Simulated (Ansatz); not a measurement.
TiAl: response to strain

Base system: TiAl (space group P4/mmm, No. 123; a = 2.796 Å, c = 4.038 Å; relaxed with 0.1 eV smearing). Axes: x, y, z lie along a, b, c of the conventional cell.

Strains are applied to the cell and any free atomic positions relax.

Level of theory: PBEsol/PAW in Ansatz (a program for electronic structure), no spin-orbit coupling.

Candidates:
(a) uniaxial strain ε_zz = −2.00 %
(b) uniaxial strain ε_zz = +3.00 %
(c) uniaxial strain ε_zz = −1.00 %
(d) uniaxial strain ε_zz = +0.50 %
(e) uniaxial strain ε_zz = −2.50 %

Notes on the quantities. energy relative to the base: free energy F.

Question: Order them by energy relative to the base, lowest first.

Answer: (d) uniaxial strain ε_zz = +0.50 % (+0.2 meV/atom), (c) uniaxial strain ε_zz = −1.00 % (+0.9 meV/atom), (a) uniaxial strain ε_zz = −2.00 % (+3.5 meV/atom), (e) uniaxial strain ε_zz = −2.50 % (+5.5 meV/atom), (b) uniaxial strain ε_zz = +3.00 % (+7.6 meV/atom)

No phonon test of stability was made. The final runs are not spin-polarised.
